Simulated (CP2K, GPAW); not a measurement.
A CP2K input for a self-consistent single point of Hf (Fm-3m, 1 atom in the cell) (DFT PBEsol, GPW, DZVP-MOLOPT-SR-GTH basis, GTH-PBE potentials (GTH_POTENTIALS)):

```
&GLOBAL
  PROJECT hf
  RUN_TYPE ENERGY_FORCE
  PRINT_LEVEL LOW
&END GLOBAL
&FORCE_EVAL
  METHOD Quickstep
  STRESS_TENSOR ANALYTICAL
  &DFT
    BASIS_SET_FILE_NAME BASIS_MOLOPT
    POTENTIAL_FILE_NAME GTH_POTENTIALS
    &QS
      METHOD GPW
      EPS_DEFAULT 1E-10
    &END QS
    &MGRID
      CUTOFF 500
      REL_CUTOFF 40
      NGRIDS 5
    &END MGRID
    &SCF
      SCF_GUESS ATOMIC
      EPS_SCF 1E-6
      MAX_SCF 100
      ADDED_MOS 4
      &DIAGONALIZATION
        ALGORITHM STANDARD
      &END DIAGONALIZATION
      &MIXING
        METHOD BROYDEN_MIXING
        ALPHA 0.3
        NBUFFER 10
        BETA 1
      &END MIXING
      &SMEAR ON
        METHOD FERMI_DIRAC
        ELECTRONIC_TEMPERATURE [K] 580.23
      &END SMEAR
    &END SCF
    &KPOINTS
      SCHEME MONKHORST-PACK 13 13 13
    &END KPOINTS
    &XC
      &XC_FUNCTIONAL
        &PBE
          PARAMETRIZATION PBESOL
        &END PBE
      &END XC_FUNCTIONAL
    &END XC
    &PRINT
      &MO
        EIGENVALUES T
        OCCUPATION_NUMBERS T
        NDIGITS 8
        FILENAME mo
        &EACH
          QS_SCF 0
        &END EACH
        ADD_LAST NUMERIC
      &END MO
      &MULLIKEN OFF
      &END MULLIKEN
    &END PRINT
  &END DFT
  &SUBSYS
    &CELL
      A 3.13955400 0.00000000 0.00000000
      B 1.56977700 2.71893400 0.00000000
      C 1.56977700 0.90631100 2.56343500
      PERIODIC XYZ
    &END CELL
    &COORD
      Hf       0.00000000     0.00000000     0.00000000
    &END COORD
    &KIND Hf
      BASIS_SET DZVP-MOLOPT-SR-GTH
      POTENTIAL GTH-PBE-q12
    &END KIND
  &END SUBSYS
  &PRINT
    &FORCES ON
    &END FORCES
    &STRESS_TENSOR ON
    &END STRESS_TENSOR
  &END PRINT
&END FORCE_EVAL
```

**Question.** Write the same calculation as an input for GPAW.

**Answer.** This is the input that was run; spellings and numerical settings could be chosen otherwise.

```python
from ase import Atoms
from ase.units import GPa
from gpaw import GPAW

atoms = Atoms(['Hf'],
              cell=[[0.000000, 2.220000, 2.220000],
                    [2.220000, 0.000000, 2.220000],
                    [2.220000, 2.220000, 0.000000]],
              scaled_positions=[[0.000000, 0.000000, 0.000000]],
              pbc=True)

calc = GPAW(mode={'name': 'pw', 'ecut': 600},
            xc='PBEsol',
            kpts=(13, 13, 13),
            occupations={'name': 'fermi-dirac', 'width': 0.05},
            nbands=-9,
            convergence={'forces': 0.001},
            symmetry={'symmorphic': False, 'tolerance': 0.0005},
            maxiter=150)

atoms.calc = calc

energy = atoms.get_potential_energy()
print('Energy (eV):', round(energy, 6))
forces = atoms.get_forces()
print('Forces (eV/Ang):')
print(forces.round(5))
stress = atoms.get_stress()
print('Stress (GPa, Voigt):', (stress / GPa).round(4))
```

Basis settings and potentials, where a program has them, do not carry over. This input uses DFT PBEsol, plane waves, GPAW PAW datasets PBEsol (made by gpaw-setup). Both were run: pressure 1.42 GPa in CP2K and -1.00 in GPAW.

On CP2K: the starting cell comes from a database of published, mostly measured structures (it also holds non-ambient and calculated ones), without a prior relaxation at this level. Values carry the incompleteness of an atom-centred basis. The potentials were made for another functional than the one used.

On GPAW: the starting cell comes from a database of published, mostly measured structures (it also holds non-ambient and calculated ones), without a prior relaxation at this level.
